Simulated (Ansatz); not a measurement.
# WSi2: strain along the normal

WSi2 (MoSi2 type, I4/mmm, 13.675 Å³/atom and stress up to 0.01 GPa in the relaxed cell, c along z) under an equal strain ε in the (001) plane with the normal axis free, as in a coherent film. PBE in Ansatz, a plane-wave DFT program (PAW, default set), 420 eV, 25×25×25 Γ-centred mesh, Fermi-Dirac smearing 0.10 eV; ions are relaxed, or left where forces stay under 0.02 eV/Å, within the symmetry of each cell.

Here s stands for strain and y for normal strain.

| strain (%) | normal strain (%) |
|---|---|
| -3.00 | ? |
| -1.50 | 0.58 |
| -1.00 | 0.38 |
| -0.50 | 0.18 |
| 0.00 | 0.00 |
| 0.50 | -0.18 |
| 1.00 | -0.34 |
| 1.50 | -0.50 |

Taking a straight line for y over the 7 complete rows: Means: s 0, y 0.017. About the means, the sum of products is -2.5200 and the sum of squares of s is 7.0000; the slope is their ratio. Least squares gives y = 0.017 - 0.3600·s. Residuals (row less fit): 0.023, 0.003, -0.017, -0.017, -0.017, 0.003, 0.023; standard error 0.020 (degrees of freedom: 5). The slope, about -0.36, is the elastic response of the normal axis, −2C13/C33.

**Question.** Predict the withheld y at s = -3.00 from the fit, and compare with the calculation.

**Answer.** y = 0.017 - 0.3600 × (-3.0) = 1.097%. The calculation gives 1.27%, 0.173% above the prediction (9.8 % of the range of y in the table). The row lies outside the fitted rows, so this is an extrapolation. From the scatter of the fitted rows alone, a prediction at this place has a standard error of 0.031%, so the miss is 5.6 times that.

A polynomial of degree 2 through the 12 other runs of the series gives 1.25 there, so most of the miss is curvature that the fit leaves out. In a metal these values are sensitive to mesh and smearing; energies are taken to zero smearing, stresses follow the free energy. Spin-orbit coupling is left out, which can shift these values for the heavy elements here. Rows are the converged runs of the series near zero and its far end; series whose fitted rows scatter by over a few per cent of the range, as at a crossing or softening among them, aren't shown in this form, nor equations of state whose B0' disagrees with the runs' pressures. Most that stay on the fit to the last digits aren't either.
